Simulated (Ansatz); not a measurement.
The starting structures come from a database of crystals and need not be the phases stable at ambient conditions.

The decay constant κ of evanescent states in the gap governs leakage through a thin film.

Here is the system:

```yaml
crystal:
  lattice:
    - [5.25599, 0.00000, 0.00000]
    - [0.00000, 11.34868, 0.00000]
    - [2.62799, 5.67434, 2.62799]
  atoms:
    - { symbol: Ca, position: [0.50000, 0.25000, 0.00000] }
    - { symbol: Ca, position: [0.00000, 0.50000, 0.00000] }
    - { symbol: W, position: [0.50000, 0.75000, 0.00000] }
    - { symbol: W, position: [0.00000, 0.00000, 0.00000] }
    - { symbol: O, position: [0.91297, 0.24100, 0.69072] }
    - { symbol: O, position: [0.89631, 0.07803, 0.51666] }
    - { symbol: O, position: [0.08703, 0.93172, 0.30928] }
    - { symbol: O, position: [0.10369, 0.59469, 0.48334] }
    - { symbol: O, position: [0.58703, 0.50900, 0.30928] }
    - { symbol: O, position: [0.60369, 0.67197, 0.48334] }
    - { symbol: O, position: [0.41297, 0.81828, 0.69072] }
    - { symbol: O, position: [0.39631, 0.15531, 0.51666] }
```

Space group of this cell: I4_1/a. The cell is taken as given; by r2SCAN its mean pressure is -2.4 GPa.

Transport runs along the normal of the first two printed cell vectors, the (100) plane of the conventional cell.

No gap correction and no spin-orbit coupling; mid-gap values are interpolated between computed energies.

Task: Estimate the band gap and the smallest decay constant κ at mid-gap that r2SCAN (Ansatz, a program for electronic structure) returns for this system.

Result: Gap 4.50 eV on a 12×12×12 mesh; κ = 0.503 1/Å, at the zone centre.
